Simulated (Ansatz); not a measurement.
The starting structures come from a database of crystals and need not be the phases stable at ambient conditions.

Inside the gap of an insulator the Bloch states are evanescent, with a wavenumber k + iκ along the transport direction.

Here is the system:

```yaml
crystal:
  lattice:
    - [3.89368, 0.00000, 0.00000]
    - [0.00000, 5.50649, 0.00000]
    - [1.94684, 2.75325, 1.94684]
  atoms:
    - { symbol: Cd, position: [0.00000, 0.00000, 0.00000] }
    - { symbol: S, position: [0.00000, 0.50000, 0.00000] }
```

Space group of this cell: Fm-3m, rock salt. The cell is taken as given; by r2SCAN its mean pressure is -2.2 GPa.

Transport runs along the normal of the first two printed cell vectors, the (110) plane of the conventional cell.

No gap correction and no spin-orbit coupling; mid-gap values are interpolated between computed energies.

**Question.** Compute, with r2SCAN in Ansatz (a first-principles code), the band gap and the smallest decay constant κ at mid-gap.

**Answer.** Gap 0.75 eV on a 16×16×16 mesh; κ = 0.125 1/Å, at the zone centre.
